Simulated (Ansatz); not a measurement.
Ti interstitial in beta Si3N4: one set of geometries, relaxed with PBE, evaluated in Ansatz (PAW, plane waves to 420 eV, 500 eV under r2SCAN) with PBE, r2SCAN.

Cell and caveats: 84-site cell; 2×2×2 shifted k-points; start: void with 6N6Si nearest; charged states image-corrected; no Hubbard U; corrections pass 1 eV, so highly charged states may be off by several tenths; relaxed from one start, so a lower configuration may exist; flagged in the runs: a doubtful potential alignment, a host whose relaxation on this sampling wasn't shown to rest, a strain field that reaches the edge of the cell.

```tsv
quantity	PBE	r2SCAN
host gap (eV)	4.25	4.90
ε(+2/+1) above the VBM (eV)	1.72	2.01
ε(+1/0) above the VBM (eV)	3.59	4.25
largest moment on one atom at charge +2 (μB)	1.39	1.44
largest moment on one atom at charge +1 (μB)	1.73	1.81
neutral formation energy against hcp Ti (eV)	4.69	4.56
largest moment on one atom at charge 0 (μB)	1.11	1.21
```

PBE narrows the gap by 0.65 eV against r2SCAN, the highest level run, and puts the levels 0.47 eV lower above the valence-band maximum on average.

Ansatz is a program for electronic structure.
